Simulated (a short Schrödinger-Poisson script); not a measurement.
System: gated Al0.4Ga0.6As/GaAs δ-doped gas in a quantum well, at 20 K.

```csv
layer,material,thickness (nm),Na (cm⁻³)
1,Al0.4Ga0.6As,10,-
2,Al0.4Ga0.6As,10,-
3,GaAs,10,-
4,Al0.4Ga0.6As,4000,2e15
```

The device is made up for the run: typed textbook-type constants, with dimensions and the other settings drawn at random. Al0.4Ga0.6As: permittivity 11.76, conduction-band edge (eV) 0.316, gap (eV) 1.923, electron mass (mₑ) 0.1002, Nv at 300 K (cm⁻³) 9e18. GaAs: permittivity 12.9, conduction-band edge (eV) 0, gap (eV) 1.424, Nv at 300 K (cm⁻³) 9e18.

Channel valleys (confinement mass, in-plane density-of-states mass, number): Γ 0.067, 0.067, 1. At the gate the conduction-band edge of layer 1 lies 1.07 eV − eVg above the Fermi level of the channel; the field vanishes at the back. Sheet of ionised δ-doping: +3.1e12 e/cm² at 10 nm from the gate. The barrier under the gate holds no holes. Gaps are held at their typed values at every temperature. Mesh 0.08 nm at interfaces.

From a short Schrödinger-Poisson script (our own, NumPy): 1D Poisson equation in equilibrium, electrons quantum, Hartree (BenDaniel-Duke, 40 states a valley, the channel's in-plane mass for all, wave functions free to enter the barrier), parabolic valleys, classical holes, full ionisation, no traps, pinning or gate leakage.

List the lowest subbands of each valley and their electrons at Vg = 0.5 V.


```
valley  subband  energy from the Fermi level (meV)  electrons (cm⁻²)  share (%)
------  -------  ---------------------------------  ----------------  ---------
Γ             0                              -10.5           2.95e11      100.0
Γ             1                               83.8             < 1e6        0.0
Γ             2                              212.1             < 1e6        0.0
```

All electrons: 2.95e11 cm⁻².
